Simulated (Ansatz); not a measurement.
# Response to strain in Cd

Consider Cd in the hcp (Mg type) structure (space group P6_3/mmc, No. 194; a = 3.029 Å, c = 5.759 Å; relaxed with 0.1 eV smearing). Axes: x lies along a and z along c of the hexagonal cell.

Strains are applied to the cell and any free atomic positions relax; under biaxial strain the out-of-plane vector relaxes too.

Calculations: plane-wave PAW DFT at the PBE level (Ansatz, a program for electronic structure, 420 eV), scalar-relativistic without spin-orbit coupling.

Candidates:
(a) biaxial strain −1.50 %, plane normal [001], relaxed out of plane
(b) biaxial strain −2.00 %, plane normal [001], relaxed out of plane
(c) biaxial strain +1.50 %, plane normal [001], relaxed out of plane

### Question
Order them by out-of-plane strain, lowest first.

### Answer
(c) biaxial strain +1.50 %, plane normal [001], relaxed out of plane (-2.46 %), (a) biaxial strain −1.50 %, plane normal [001], relaxed out of plane (+2.21 %), (b) biaxial strain −2.00 %, plane normal [001], relaxed out of plane (+2.97 %)

Whether these cells are dynamically stable was not tested.
